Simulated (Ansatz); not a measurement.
The parent structure is Hf in the hcp (Mg type) structure (space group P6_3/mmc, No. 194; a = 3.204 Å, c = 5.073 Å; relaxed with 0.1 eV smearing). Axes: x lies along a and z along c of the hexagonal cell.

(Cell as relaxed with PBE.)

Levels (all Ansatz, a program for electronic structure, PAW): PBE (420 eV, without spin-orbit coupling); r2SCAN (500 eV, no spin-orbit coupling).

Each level relaxes its own structure.

| base | PBE | r2SCAN |
|---|---|---|
| volume per atom | 22.55 Å³ | 22.36 Å³ |
| lattice parameter a | 3.204 Å | 3.198 Å |
| band gap | zero | zero |

Perturbation: uniaxial strain ε_zz = +2.00 %, all other strain components held at zero, atoms relaxed at fixed cell.

```tsv
quantity	PBE	r2SCAN
stress (xx, yy, zz, yz, xz, xy; compression positive)	(-1.3, -1.3, -3.7, 0.0, 0.0, 0.0) GPa	___
shortest interatomic distance	3.180 Å	___
energy relative to the base (free energy F)	+5.3 meV/atom	___
band gap	zero	___
```

### Question
Given the PBE results, estimate those of r2SCAN.

### Answer

- stress (xx, yy, zz, yz, xz, xy; compression positive), r2SCAN: (-1.2, -1.2, -3.9, 0.0, 0.0, 0.0) GPa
- shortest interatomic distance, r2SCAN: 3.169 Å
- energy relative to the base (free energy F), r2SCAN: +5.5 meV/atom
- band gap, r2SCAN: zero

PBE's shortest interatomic distance lies 0.0118 Å above r2SCAN's (0.4 %); the two agree on the band gap. Neither level is exact; r2SCAN is the comparison here, not a measurement.

No phonon test of stability was made. The final runs are not spin-polarised.
